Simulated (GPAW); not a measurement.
**A self-consistent single point of BaTiO3 (P4mm, 5 atoms in the cell) with GPAW**

Computed with PBE, GPAW PAW datasets PBE (gpaw-data 1.0.1) (plane waves; GPAW).

This input was run:

```python
from ase import Atoms
from ase.units import GPa
from gpaw import GPAW

atoms = Atoms(['Ba', 'Ti', 'O', 'O', 'O'],
              cell=[[3.990000, 0.000000, 0.000000],
                    [0.000000, 3.990000, 0.000000],
                    [0.000000, 0.000000, 4.040000]],
              positions=[[0.000000, 0.000000, 0.000000],
                         [1.995000, 1.995000, 2.072520],
                         [1.995000, 1.995000, 3.947080],
                         [0.000000, 1.995000, 1.967480],
                         [1.995000, 0.000000, 1.967480]],
              pbc=True)

calc = GPAW(mode={'name': 'pw', 'ecut': 900},
            xc='PBE',
            kpts=(7, 7, 7),
            occupations={'name': 'fermi-dirac', 'width': 0.05},
            nbands=-8,
            convergence={'density': 1e-05, 'bands': -6},
            symmetry={'symmorphic': False, 'tolerance': 0.0005},
            maxiter=120)

atoms.calc = calc

energy = atoms.get_potential_energy()
print('Energy (eV):', round(energy, 6))
forces = atoms.get_forces()
print('Forces (eV/Ang):')
print(forces.round(5))
stress = atoms.get_stress()
print('Stress (GPa, Voigt):', (stress / GPa).round(4))
```

The program printed (abridged):

```
Input parameters:
  convergence: {bands: -6,
                density: 1e-05}
  kpts: [7 7 7]
  maxiter: 120
  mode: {ecut: 900,
         name: pw}
  nbands: -8
  occupations: {name: fermi-dirac,
                width: 0.05}
  symmetry: {symmorphic: False,
             tolerance: 0.0005}
  xc: PBE

species:
  Ba:
    name: Barium
    Z: 56.0
    valence: 10
    core: 46
    charge: 0.0
    file: Ba.PBE.gz

    # Using partial waves for Ba as LCAO basis

  Ti:
    name: Titanium
    Z: 22.0
    valence: 12
    core: 10
    charge: 0.0
    file: Ti.PBE.gz

    # Using partial waves for Ti as LCAO basis

  O:
    name: Oxygen
    Z: 8.0
    valence: 6
    core: 2
    charge: 0.0
    file: O.PBE.gz

    # Using partial waves for O as LCAO basis

Reference energy: -250624.413696  # eV

Spin-paired calculation

Convergence criteria:
 Maximum [total energy] change in last 3 cyles: 0.0005 eV / valence electron
 Maximum integral of absolute [dens]ity change: 1e-05 electrons / valence electron
 Maximum integral of absolute [eigenst]ate change: 4e-08 eV^2 / valence electron
 Maximum number of scf [iter]ations: 120

Symmetries present (total): 8
Symmetries with fractional translations: 0
343 k-points: 7 x 7 x 7 Monkhorst-Pack grid
40 k-points in the irreducible part of the Brillouin zone
       k-points in crystal coordinates                weights
   0:     0.00000000    0.00000000    0.00000000          1/343
   1:     0.00000000    0.00000000    0.14285714          2/343
   2:     0.00000000    0.00000000    0.28571429          2/343
   [... 7 lines left out ...]
          ...
  39:     0.42857143    0.42857143    0.42857143          8/343

Wave functions: Plane wave expansion
  Cutoff energy: 900.000 eV
  Number of coefficients (min, max): 3903, 3956
  Pulay-stress correction: 0.000000 eV/Ang^3 (de/decut=0.000000)

Occupation numbers: Fermi-Dirac:
  width: 0.0500  # eV

Eigensolver

Densities:
  Coarse grid: 28*28*28 grid
  Fine grid: 56*56*56 grid
  Total Charge: 0.000000

Density mixing:
  Method: separate
  Backend: pulay
  Linear mixing parameter: 0.05
  old densities: 5
  Damping of long wavelength oscillations: 50

Hamiltonian:
  XC and Coulomb potentials evaluated on a 56*56*56 grid
  External potential:
    NoExternalPotential

XC parameters: PBE with 2 nearest neighbor stencil

Number of atoms: 5
Number of atomic orbitals: 30
Number of bands in calculation: 28
Number of valence electrons: 40
Bands to converge: 22

Density initialized from atomic densities
  28 bands from LCAO basis set

Atomic positions and initial magnetic moments

Positions:
   0 Ba     0.000000    0.000000    0.000000    ( 0.0000,  0.0000,  0.0000)
   1 Ti     1.995000    1.995000    2.072520    ( 0.0000,  0.0000,  0.0000)
   2 O      1.995000    1.995000    3.947080    ( 0.0000,  0.0000,  0.0000)
   3 O      0.000000    1.995000    1.967480    ( 0.0000,  0.0000,  0.0000)
   4 O      1.995000    0.000000    1.967480    ( 0.0000,  0.0000,  0.0000)

Unit cell:
           periodic     x           y           z      points  spacing
  1. axis:    yes    3.990000    0.000000    0.000000    28     0.1425
  2. axis:    yes    0.000000    3.990000    0.000000    28     0.1425
  3. axis:    yes    0.000000    0.000000    4.040000    28     0.1443

  Lengths:   3.990000   3.990000   4.040000
  Angles:   90.000000  90.000000  90.000000

Effective grid spacing dv^(1/3) = 0.1431

     iter     time        total  log10-change:
                         energy   eigst   dens
iter:   1 --:--:--   -44.851870   +0.49
iter:   2 --:--:--   -43.080450   -0.60  -0.95
iter:   3 --:--:--   -39.540881   -0.27  -1.02
iter:   4 --:--:--   -39.576313   -1.48  -1.38
iter:   5 --:--:--   -39.606481   -1.73  -1.43
iter:   6 --:--:--   -39.594964   -1.48  -1.87
iter:   7 --:--:--   -39.581277   -1.84  -1.99
iter:   8 --:--:--   -39.538095   -2.20  -1.98
iter:   9 --:--:--   -39.540672   -3.05  -2.52
iter:  10 --:--:--   -39.537229c  -2.95  -2.50
iter:  11 --:--:--   -39.535880c  -3.88  -2.76
iter:  12 --:--:--   -39.535854c  -4.69  -3.06
iter:  13 --:--:--   -39.535843c  -4.75  -3.11
iter:  14 --:--:--   -39.535819c  -5.31  -3.34
iter:  15 --:--:--   -39.535832c  -4.89  -3.43
iter:  16 --:--:--   -39.535823c  -6.21  -3.66
iter:  17 --:--:--   -39.535813c  -6.15  -3.66
iter:  18 --:--:--   -39.535807c  -6.47  -3.83
iter:  19 --:--:--   -39.535804c  -6.61  -3.89
iter:  20 --:--:--   -39.535802c  -6.32  -3.90
iter:  21 --:--:--   -39.535802c  -7.57c -3.97
iter:  22 --:--:--   -39.535803c  -7.27  -4.00
iter:  23 --:--:--   -39.535804c  -7.41c -4.11
iter:  24 --:--:--   -39.535804c  -6.87  -4.28
iter:  25 --:--:--   -39.535804c  -8.12c -4.37
iter:  26 --:--:--   -39.535804c  -7.63c -4.42
iter:  27 --:--:--   -39.535804c  -8.57c -4.52
iter:  28 --:--:--   -39.535804c  -7.34  -4.53
iter:  29 --:--:--   -39.535804c  -8.19c -4.64
iter:  30 --:--:--   -39.535804c  -7.88c -4.67
iter:  31 --:--:--   -39.535804c  -8.71c -4.95
iter:  32 --:--:--   -39.535804c  -8.93c -5.03c

Converged after 32 iterations.

Dipole moment: (0.000000, 0.000000, 3.185074) |e|*Ang

Energy contributions relative to reference atoms: (reference = -250624.413696)

Kinetic:        +46.602814
Potential:      -48.973448
External:        +0.000000
XC:             -37.983387
Entropy (-ST):   -0.000000
Local:           +0.818217
SIC:             +0.000000
--------------------------
Free energy:    -39.535804
Extrapolated:   -39.535804

Showing only first 2 kpts
 Kpt  Band  Eigenvalues  Occupancy
  0    18      7.37638    2.00000
  0    19      7.37638    2.00000
  0    20      9.52022    0.00000
  0    21      9.76180    0.00000

  1    18      7.29718    2.00000
  1    19      7.29718    2.00000
  1    20      9.54705    0.00000
  1    21     10.08136    0.00000

Fermi level: 8.59983

Gap: 1.922 eV
Transition (v -> c):
  (s=0, k=39, n=19, [0.43, 0.43, 0.43]) -> (s=0, k=0, n=20, [0.00, 0.00, 0.00])
Direct/indirect transitions are different
Direct gap: 2.144 eV
Transition at: (s=0, k=0, n=19, [0.00, 0.00, 0.00])
Energy (eV): -39.535804

Forces in eV/Ang:
  0 Ba    0.00000    0.00000   -0.00304
  1 Ti    0.00000    0.00000    0.11423
  2 O     0.00000    0.00000   -0.02538
  3 O     0.00000    0.00000   -0.04305
  4 O     0.00000    0.00000   -0.04305

Stress tensor:
    -0.026438     0.000000    -0.000000
     0.000000    -0.026438     0.000000
    -0.000000     0.000000    -0.028323
Stress (GPa, Voigt): [-4.2359 -4.2359 -4.5379  0.     -0.      0.    ]
```

The run converged in 32 iterations. GPAW prints stress with tension positive.

At such cutoffs GPAW's stress carries a finite-basis (Pulay) error, which enters relaxed cells too; its log prints stress with tension positive.

The starting cell has typed, rounded lattice constants, without a prior relaxation at this level. Another mesh or the band path of this cell gives a smaller gap, so this value is not converged in the mesh.

Cost on one core of a shared machine: roughly 3 min.
